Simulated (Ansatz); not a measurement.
**ZrSi2 (Cmcm): band-structure transport figures**

```yaml
crystal:
  lattice:
    - [1.83417, -7.28237, 0.00000]
    - [1.83417, 7.28237, 0.00000]
    - [0.00000, 0.00000, 3.66307]
  atoms:
    - { symbol: Zr, position: [0.89534, 0.10466, 0.75000] }
    - { symbol: Zr, position: [0.10466, 0.89534, 0.25000] }
    - { symbol: Si, position: [0.44604, 0.55396, 0.25000] }
    - { symbol: Si, position: [0.55396, 0.44604, 0.75000] }
    - { symbol: Si, position: [0.24996, 0.75004, 0.75000] }
    - { symbol: Si, position: [0.75004, 0.24996, 0.25000] }
```

Level of theory: PBEsol, rigid bands (plane waves, PAW, scalar-relativistic; Ansatz, an electronic-structure program). Cell: cell and atoms relaxed with PBEsol.

```json
{
  "density of states at the Fermi level": "1.24 states/(eV·cell), both spins",
  "bare Sommerfeld coefficient": "0.49 mJ/(mol of atoms·K²)",
  "drude_plasma_energy": "3.8 (x), 2.6 (y), 4.2 (z) eV",
  "root-mean-square Fermi velocity": "6.2e5 m/s",
  "resistivity times τ": "33 (x), 73 (y), 28 (z) ×10⁻²² Ω·m·s"
}
```

A metal at this level (no band gap); rigid bands, thermally averaged at 300 K, both spins. Spin-orbit coupling is left out. τ is one relaxation time for all states.

Formula and space group known from diffraction (Crystallography Open Database), not checked to be the room-temperature form: ZrSi2 (Cmcm).
